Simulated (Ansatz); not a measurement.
Here is the system:

End structure of the (111) surface of fcc Rh in its 1x1 cell, outermost plane spacing 2.21 Å in the ideal cut:

```
CELL_PARAMETERS angstrom
      2.70822     0.00000     0.00000
     -1.35411     2.34539     0.00000
      0.00000     0.00000    36.00000
ATOMIC_POSITIONS crystal
  Rh 0.33333 0.66667 0.22485
  Rh 0.66667 0.33333 0.28509
  Rh 0.00000 0.00000 0.34611
  Rh 0.33333 0.66667 0.40782
  Rh 0.66667 0.33333 0.46927
  Rh 0.00000 0.00000 0.53073
  Rh 0.33333 0.66667 0.59218
  Rh 0.66667 0.33333 0.65389
  Rh 0.00000 0.00000 0.71491
  Rh 0.33333 0.66667 0.77515
```

Slab: 10 atoms, 19.9 Å thick at the start; k 16x16x1, smearing 0.1 eV, dipole-corrected; all atoms relaxed; held to the start's symmetry, so lower structures may exist; no spin, no spin-orbit, no U.

**Question.** Give the surface energy (mean of both faces) at the level PBE run with Ansatz (a first-principles code).

**Answer.** 2.06 J/m^2

**Question.** What work function of the top face does PBE give?

**Answer.** 5.15 eV
